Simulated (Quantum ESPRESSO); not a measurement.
A working Quantum ESPRESSO input for Ba2LuCu3O7 (Pmmm, 13 atoms in the cell) (DFT, PBEsol, plane waves, PSlibrary PAW (PBE) pseudopotentials):

```fortran
&control
  calculation = 'scf'
  prefix = 'ba2lucu3o7'
  outdir = './tmp/'
  pseudo_dir = './'
  tprnfor = .true.
  tstress = .true.
/
&system
  ibrav = 0
  nat = 13
  ntyp = 4
  ecutwfc = 55
  ecutrho = 440
  occupations = 'smearing'
  smearing = 'cold'
  degauss = 0.0073499
  input_dft = 'pbesol'
/
&electrons
  conv_thr = 1.0e-11
  mixing_beta = 0.7
/
ATOMIC_SPECIES
Ba   137.3270  Ba.pbe-spn-kjpaw_psl.1.0.0.UPF
Lu   174.9668  Lu.pbe-spdn-kjpaw_psl.1.0.0.UPF
Cu    63.5460  Cu.pbe-dn-kjpaw_psl.1.0.0.UPF
O     15.9990  O.pbe-n-kjpaw_psl.0.1.UPF
CELL_PARAMETERS angstrom
   3.7799470000     0.0000000000     0.0000000000
   0.0000000000     3.8587060000     0.0000000000
   0.0000000000     0.0000000000    11.6814910000
ATOMIC_POSITIONS bohr
Ba    3.5715322978    3.6459487677    4.0207074812
Ba    3.5715322978    3.6459487677   18.0541112361
Lu    3.5715322978    3.6459487677   11.0374093586
Cu    0.0000000000    0.0000000000    7.9072000645
Cu    0.0000000000    0.0000000000   14.1676186528
Cu    0.0000000000    0.0000000000    0.0000000000
O     0.0000000000    3.6459487677    0.0000000000
O     0.0000000000    3.6459487677    8.4683419563
O     0.0000000000    3.6459487677   13.6064767610
O     3.5715322978    0.0000000000    8.4809246030
O     3.5715322978    0.0000000000   13.5938941143
O     0.0000000000    0.0000000000    3.5315294984
O     0.0000000000    0.0000000000   18.5432892189
K_POINTS automatic
7 7 3  0 0 0
```

The run converged in 24 iterations: free energy E − TS -33178.4190 eV; Fermi level (on the code's own zero) 9.87 eV; pressure -3.53 GPa; largest force (vector length) 0.142 eV/Å. Each of these slips is then made, one at a time:

(1)
```diff
-  nat = 13
+  nat = 12
```

(2)
```diff
-  calculation = 'scf'
+  calculation = 'static'
```

(3)
```diff
-/
```

Task: What happens in each case?

Result: 
(1) An atom count that does not match the list of atoms. The run converged in 33 iterations without an error; against the sound input the pressure goes from -3.53 to -3.34 GPa and the largest force goes from 0.142 to 1.595 eV/Å. The full log also holds: “Warning: card O     0.0000000000    0.0000000000   18.5432892189 ignored” and “c_bands:  2 eigenvalues not converged”.

(2) A value that the program does not know. The program stopped before any SCF iteration.
```
Error in routine  control_checkin (1):
calculation "static" not allowed
```

(3) A namelist without its closing slash. The program stopped before any SCF iteration.
```
Error in routine  read_namelists (1):
bad line in namelist &system: "&electrons" (error could be in the previous line)
```

The starting cell comes from a database of computed structures (which also holds hypothetical and non-ambient phases and stackings), without a prior relaxation at this level. Its lattice was rescaled by a random factor within 2.5 % of one. Spin-orbit coupling is off. Spin polarisation is off, so a magnetic state, if there is one, cannot be reached. In the base run, with a pressure of about -4 GPa the cell is away from its equilibrium volume at this level. The run gives no clean gap (levels at the Fermi energy touch, overlap or are partly filled at this smearing), which alone does not show that the compound is a metal.

Left out of this page: 3 runs of the series outside the window shown, repeating another row's setting, or not comparable.
